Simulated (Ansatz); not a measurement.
The starting structures come from a database of crystals and need not be the phases stable at ambient conditions.

 Where the default PAW files enter, the runs use the earlier of Ansatz's two default sets.

Data:

```yaml
crystal:
  lattice:
    - [3.95929, 0.00000, 0.00000]
    - [0.00000, 8.29142, 0.00000]
    - [0.00000, 2.65709, 7.85414]
  atoms:
    - { symbol: La, position: [0.50000, 0.21266, 0.78734] }
    - { symbol: La, position: [0.50000, 0.78734, 0.21266] }
    - { symbol: La, position: [0.00000, 0.36218, 0.36218] }
    - { symbol: La, position: [0.00000, 0.63782, 0.63782] }
    - { symbol: C, position: [0.50000, 0.00000, 0.50000] }
    - { symbol: C, position: [0.50000, 0.50000, 0.00000] }
    - { symbol: N, position: [0.00000, 0.65569, 0.34431] }
    - { symbol: N, position: [0.00000, 0.34431, 0.65569] }
    - { symbol: N, position: [0.50000, 0.84938, 0.50528] }
    - { symbol: N, position: [0.50000, 0.15062, 0.49472] }
    - { symbol: N, position: [0.50000, 0.49472, 0.15062] }
    - { symbol: N, position: [0.50000, 0.50528, 0.84938] }
    - { symbol: Cl, position: [0.00000, 0.87813, 0.87813] }
    - { symbol: Cl, position: [0.00000, 0.12187, 0.12187] }
```

Space group of this cell: Cmmm. The cell is taken as given; by r2SCAN its mean pressure is -1.3 GPa.

Transport runs along the normal of the first two printed cell vectors.

The gap is the functional's own, uncorrected, and κ follows it; spin-orbit coupling is left out. Mid-gap values are interpolated between the computed energies.

Question: Predict the band gap and the smallest decay constant κ at mid-gap from r2SCAN in Ansatz (a first-principles code).

Answer: Gap 2.13 eV on a 8×4×4 mesh; κ = 0.343 1/Å, at (0.500, 0.500) of the in-plane reciprocal vectors. At the zone centre, at the nearest computed energy, the slowest state has κ = 0.42 1/Å.
